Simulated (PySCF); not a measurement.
PySCF 2.14.0, CAM-B3LYP/def2-svp: Si(H)(NMe2)3 (CN(C)[SiH](N(C)C)N(C)C), 29 atoms. The geometry is a generated start, not checked to be a minimum at this level.

| Quantity | Result |
|---|---|
| task | energy |
| method | cam-b3lyp |
| basis | def2-svp |
| two-electron scheme | exact four-centre integrals |
| mol.max_memory | 1000 MB |
| mf.init_guess | minao (default) |
| mf.DIIS | CDIIS (default) |
| mf.diis_space | 8 (default) |
| mf.conv_tol | 1e-09 (default) |
| mf.grids.level | 3 (default) |
| basis functions | 239 |
| grid points | 331952 |

Machine A. Hardware: Arm Neoverse V2, 96 cores on 1 socket, no SMT, 1 L3 cache group; 94 cores' worth of CPU time may be used.

Machine B. Hardware: Intel Xeon 6 (Granite Rapids), 96 cores on 1 socket, 2 hardware threads a core, 3 L3 cache groups, 3 NUMA nodes.

Times are wall-clock medians of two to five runs, from launch to exit, with nothing else on the machine. Unless noted, each process is bound to its own block of adjacent cores. Build: PyPI wheel: OpenMP (GNU), a bundled serial OpenBLAS 0.3.3 under its C layer, NumPy's threaded OpenBLAS held to generic ARMv8 kernels, libcint, Libxc. Other compilers and libraries give other times. Scratch files lie in a memory file system. On B the build is conda-forge: OpenMP (GNU), OpenBLAS with its own threads, libcint, Libxc.

On machine A:

```
run                        wall time on A
-------------------------  --------------
16 threads, 1 BLAS thread            31 s
32 threads, 1 BLAS thread            28 s
8 threads, 1 BLAS thread             44 s
64 threads, 1 BLAS thread            27 s
```

**Question.** What do these runs take on the other node, and does the best choice change?

**Answer.** 
```csv
run,A,B,B over A
"16 threads, 1 BLAS thread",31 s,23 s,0.75
"32 threads, 1 BLAS thread",28 s,22 s,0.79
"8 threads, 1 BLAS thread",44 s,31 s,0.71
"64 threads, 1 BLAS thread",27 s,22 s,0.81
```

B takes 0.71 to 0.81 times the time of A. The shortest run is 64 threads, 1 BLAS thread on both, with others too close to call.
